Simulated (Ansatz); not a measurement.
BAs under load (space group F-43m), PBE with spin-orbit coupling, rigid bands run with Ansatz (a first-principles code). Condition of this run: hydrostatic pressure of 3.2 GPa (compression positive) (the target of the relaxation). Band gap 1.09 eV, N_c = 3.49e19 cm⁻³ and N_v = 1.12e19 cm⁻³ at 300 K, conductivity masses of 0.306 mₑ (electrons) and 0.348 mₑ (holes). Take k_BT = 0.02585 eV.

Question: What built-in voltage has an abrupt junction with N_A = 1e16 and N_D = 1e18 cm⁻³, all dopants ionised?

Answer: V_bi = E_g/e − (k_BT/e) ln(N_c N_v/(N_A N_D)) = 1.09 − 0.02585 × 10.57 = 0.82 V, for the computed gap.

Question: Find the intrinsic carrier density and the intrinsic Fermi level.

Answer: n_i = √(N_c N_v) exp(−E_g/2k_BT) = 1.98e19 × exp(−21.08) = 1.4e10 cm⁻³. The level lies (k_BT/2) ln(N_v/N_c) = -15 meV from mid-gap (positive towards the conduction band). Each 0.1 eV added to the gap lowers n_i by a factor of 6.9.

Question: A film of it is 5 nm thick. Estimate the confinement energies in an infinite well.

Answer: ħ²π²/(2m t²) = 0.376 eV·nm²/(m/mₑ × t²) gives 49.2 meV for electrons and 43.2 meV for holes, so the gap would widen to about 1.18 eV. Finite barriers and nonparabolic bands lower this, and with several valleys or bands the heaviest mass along the normal sets the lowest level, not this average.

Rigid bands with the computed gap; masses take one relaxation time for all states. Geometry: cell and atoms relaxed with PBEsol.
